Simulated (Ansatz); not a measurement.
# A computed series for SnO2: pressure series

Take SnO$_{2}$ in the rutile structure (space group P4_2/mnm, No. 136; a = 4.7692 Å, c = 3.2120 Å) as the base.

Cell and atoms are relaxed at each pressure.

Method: Ansatz (a program for electronic structure) PBEsol, spin-orbit coupling left out.

| pressure (GPa) | band gap (eV) |
|---|---|
| -2 | 0.81 |
| -1 | 0.86 |
| 0 | 0.92 |
| 2.1 | 1.03 |
| 4.5 | 1.15 |
| 9 | ? |
| 15 | 1.65 |

Task: Fit E_g = E₀ + αP + βP² to the rows shown and predict the withheld row.

Result: Least squares on the printed values gives E₀ = 0.92 eV, α = 53.5 meV/GPa, β = -0.31 meV/GPa² (largest residual 0.00 eV); this predicts 1.37 eV, and the run gives 1.37 eV, in agreement.

Load acts through the strain it causes; cell and atoms are relaxed under it. Whether these cells are dynamically stable was not tested. No other phases were tried under pressure.
